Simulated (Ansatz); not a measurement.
Worked example: zone-centre phonon calculation of SrCl2 (Fm-3m, 3 atoms in the cell) in Ansatz (a first-principles code).

Level of theory: LDA (PW92), default PAW files made with PBE (plane waves; Ansatz).

```xyz
3
Lattice="0.0000 3.5074 3.5074 3.5074 0.0000 3.5074 3.5074 3.5074 0.0000" Properties=species:S:1:pos:R:3 pbc="T T T"
Sr     0.0000     0.0000     0.0000
Cl     1.7537     1.7537     1.7537
Cl     5.2612     5.2612     5.2612
```

Reference input (self-consistent single point, DFT, LDA (PW92), plane waves, default PAW files made with PBE): basis.ecutwfc = 420 eV; kpoints.mp_grid.grid = 6 6 6; hamiltonian.xc = lda; hamiltonian.pseudopotentials = {kind: paw} (the program's default PAW files); scf.occupations.method = fermi_dirac; scf.occupations.width = 0.01 eV. This run's input differs from it in these lines:

Ansatz 0.2 input:
```diff
@@ -10,3 +10,3 @@
 basis:
-  ecutwfc: 420.0
+  ecutwfc: 250.0
 kpoints:
@@ -17,7 +17,7 @@
 scf:
-  occupations: { method: fermi_dirac, width: 0.01 }
-output:
-  forces: true
-  eigenvalues: true
-  stress: true
+  occupations: { method: fixed }
+phonons:
+  method: dfpt
+  dielectric: true
+  rigid_motions: translations
```

Output, abridged:

```
SCF iter   1: F=—  HF=-5539.802063 eV  |F-HF|=—  |Δ(HF+E_count)|=         —  Δρ=5.46e-3  dr2=3.87e-2  ethr=1.77e-3  ⟨swp⟩=6.0  Hψ=4067  notcnv=0  defer=69
all-band conjugate gradients solve this SCF's bands
preconditioner: auto → none
SCF iter   2: F=—  HF=-5539.792515 eV  |F-HF|=—  |Δ(HF+E_count)|=   9.55e-3  Δρ=2.55e-3  dr2=2.58e-3  ethr=1.61e-4  ⟨swp⟩=2.8  Hψ=1525  notcnv=0  defer=90
SCF iter   3: F=—  HF=-5539.792265 eV  |F-HF|=—  |Δ(HF+E_count)|=   2.50e-4  Δρ=1.11e-3  dr2=4.92e-4  ethr=1.07e-5  ⟨swp⟩=2.3  Hψ=1126  notcnv=0  defer=90
   [... lines left out ...]
SCF iter   5: F=—  HF=-5539.792301 eV  |F-HF|=—  |Δ(HF+E_count)|=   8.16e-7  Δρ=9.93e-5  dr2=4.45e-6  ethr=4.01e-7  ⟨swp⟩=1.0  Hψ=736  notcnv=0  defer=1
SCF iter   6: F=—  HF=-5539.792305 eV  |F-HF|=—  |Δ(HF+E_count)|=   3.62e-6  Δρ=1.06e-5  dr2=4.87e-8  ethr=1.85e-8  ⟨swp⟩=1.0  Hψ=745  notcnv=0
SCF iter   7: F=—  HF=-5539.792302 eV  |F-HF|=—  |Δ(HF+E_count)|=   2.67e-6  Δρ=6.97e-7  dr2=1.49e-10  ethr=2.03e-10  ⟨swp⟩=2.5  Hψ=1193  notcnv=0
SCF iter   8: F=-5539.792302 eV  HF=-5539.792302 eV  |F-HF|=0.00e0  |Δ(HF+E_count)|=  4.55e-11  Δρ=4.76e-8  dr2=1.90e-12  ethr=1.00e-12  ⟨swp⟩=7.9  Hψ=4595  notcnv=0
SCF 1 converged in 8 iterations: F = -5539.792302 eV  dr2 = 1.90e-12
DFPT response loops at Γ: preconditioner auto → none (the input reference at scf.mixing.eps_inf says where Resta's filter doesn't serve); β = 0.50 …
Free energy (F): -5539.792302 eV
Internal energy: -5539.792302 eV  (E = F + TS)
E sigma→0 (E₀):  -5539.792302 eV
Fermi energy:    2.711180 eV
--- Phonons (Γ-DFPT): 2 representative perturbations + reference, on 46 of 216 k-points (Σ response iterations 6) ---
  k mesh reduced under 4 symmetry operations, with k and −k counted as one. Each operation leaves every solved perturbation unchanged …
  ASR residual: 1.419e-4 → 0.000e0 eV/Å²; symmetrization residual: 3.709e-6 eV/Å²
   [... lines left out ...]
  k-mesh period / interband length: 29.8 Å / 1.34 Å = 22.22 at k = (0.0000, 0.0000, 0.0000), direct gap 5.150 eV — 14 or more, which is no proof of convergence
   [... lines left out ...]
      ω (cm⁻¹)  modes    IR ((D/Å)²/amu)
        114.25      2             7.2763
        161.21      3             0.0000
        207.87      1             3.6381
  optical modes at Γ + LO–TO along q̂ = [0.0000, 0.0000, 1.0000]:
      ω (cm⁻¹)  modes    IR ((D/Å)²/amu)
        114.25      2             7.2763
        161.21      3             0.0000
        207.87      1             3.6381
```

The run converged in 8 iterations. 

Summary of the result:
Free energy E − TS (on the zero of these files): -5539.7923 eV
Top of the valence band (on the code's own zero): 2.71 eV
Gap on the k-point mesh: 4.81 eV
Zone-centre frequencies (cm⁻¹; negative means imaginary): 0, 0, 0, 114, 114, 114, 161, 161, 161
ε∞ at this k-point mesh, which may be far from converged in small-gap cells (xx, yy, zz): 2.98, 2.98, 2.98
Born charges at this mesh (mean of the diagonal, e): Sr 2.49, Cl -1.24, Cl -1.24

The starting cell has typed, rounded lattice constants, without a prior relaxation at this level. Its lattice was rescaled by up to half a per cent. The cutoff lies below the one recommended for these files. The frequencies listed for the zone centre hold no LO-TO term.
